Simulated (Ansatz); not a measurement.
The cell is built on a prototype and need not be the phase stable at ambient conditions.

Consider the following.

```
CELL_PARAMETERS angstrom
      2.97953     0.00000     0.00000
     -1.48976     2.58035     0.00000
      0.00000     0.00000     5.06033
ATOMIC_POSITIONS crystal
  Ga 0.00000 0.00000 0.00000
  Ga 0.00000 0.00000 0.50000
  N  0.33333 0.66667 0.25000
  N  0.66667 0.33333 0.75000
```

Space group of this cell: P6_3/mmc, NiAs type. The cell was relaxed by PBE-D3(BJ); by r2SCAN its mean pressure is -3.1 GPa.

Transport runs along the normal of the first two printed cell vectors.

No gap correction and no spin-orbit coupling; mid-gap values are interpolated between computed energies.

Problem. State the band gap and the smallest decay constant κ at mid-gap according to r2SCAN in Ansatz (a quantum-chemistry and plane-wave program).

Solution. Gap 1.81 eV on a 12×12×6 mesh; κ = 0.164 1/Å, at the zone centre.
